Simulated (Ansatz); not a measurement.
Band structure of Mg3Sc (Pm-3m, 4 atoms in the cell).

```
Mg3Sc
1.0
    4.62552     0.00000     0.00000
    0.00000     4.62552     0.00000
    0.00000     0.00000     4.62552
Mg Sc
3 1
Direct
  0.50000   0.50000   0.00000
  0.00000   0.50000   0.50000
  0.50000   0.00000   0.50000
  0.00000   0.00000   0.00000
```

Method of the run: PBEsol, PAW files made with PBE (plane waves; Ansatz, a first-principles code).

Settings: kpoints.mp_grid.grid = 10 10 10; hamiltonian.xc = pbesol; hamiltonian.pseudopotentials = {kind: paw} (the program's default PAW files); scf.occupations.method = fermi_dirac; scf.occupations.width = 0.05 eV; kpoints.band_path.npoints = 8.

The starting cell comes from a database of computed structures (which also holds hypothetical and non-ambient phases and stackings), without a prior relaxation at this level. Its lattice was rescaled by a random factor within 2.5 % of one.

Levels in eV from the Fermi level, bands 17 to 24:
| point | 17 | 18 | 19 | 20 | 21 | 22 | 23 | 24 |
|---|---|---|---|---|---|---|---|---|
| Γ | -6.15 | -0.65 | -0.65 | 0.37 | 0.37 | 0.37 | 1.21 | 1.21 |
| X | -4.48 | -4.26 | -0.15 | 0.05 | 0.05 | 1.33 | 1.63 | 2.27 |
| M | -3.22 | -2.65 | -2.65 | -2.32 | 0.52 | 0.52 | 1.50 | 1.76 |
| R | -1.80 | -1.80 | -1.80 | -1.37 | -0.93 | -0.93 | -0.93 | 0.62 |

Bands cross the Fermi level along this path, so the cell is metallic at this level.

Keys are those of Ansatz 0.2.
